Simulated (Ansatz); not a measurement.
Take Si in the diamond structure (space group Fd-3m, No. 227; a = 5.4442 Å) as the base.

Method: r2SCAN (Ansatz, a program for electronic structure; PAW; 500 eV plane waves; spin-orbit coupling left out).

Before the change:

| Item | Result |
|---|---|
| Volume per atom | 20.17 Å³ |
| Band gap | 0.78 eV |
| Width of the top valence band | 4.00 eV |

Modification: cell and atoms relaxed at a pressure of 30 GPa.

**Question.** What happens to the volume per atom, band gap and width of the top valence band?

**Answer.** The volume per atom shrinks by 3.72 Å³ (20.17 Å³ → 16.45 Å³); the band gap decreases by 0.44 eV, from 0.78 eV to 0.34 eV; the width of the top valence band goes up by 0.98 eV (4.00 eV → 4.98 eV).

Load acts through the strain it causes; cell and atoms are relaxed under it. Stability against distortions was not tested. Measured, Si leaves this structure (for the β-tin structure) near 12 GPa (room temperature; as listed in arXiv:1906.07825).
